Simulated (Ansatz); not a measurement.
Where the default PAW files enter, the runs use the earlier of Ansatz's two default sets.

Tunnelling through a barrier is set by its complex band structure: the current falls as exp(−2κd) with the smallest κ.

Data:

```
CELL_PARAMETERS angstrom
      4.00568     0.00000     0.00000
      0.00000     5.66489     0.00000
      2.00284    -2.83244     2.00284
ATOMIC_POSITIONS crystal
  Zn 0.00000 0.00000 0.00000
  Se 0.50000 0.75000 0.00000
```

Space group of this cell: F-43m, zinc blende. The cell is taken as given.

Transport runs along the normal of the first two printed cell vectors, the (110) plane of the conventional cell.

No gap correction and no spin-orbit coupling; mid-gap is the computed energy nearest the middle.

Give the band gap and the smallest decay constant κ at mid-gap that r2SCAN run with Ansatz (a quantum-chemistry and plane-wave program) yields.

Gap 1.87 eV on a 14×14×14 mesh; κ = 0.119 1/Å, at the zone centre.
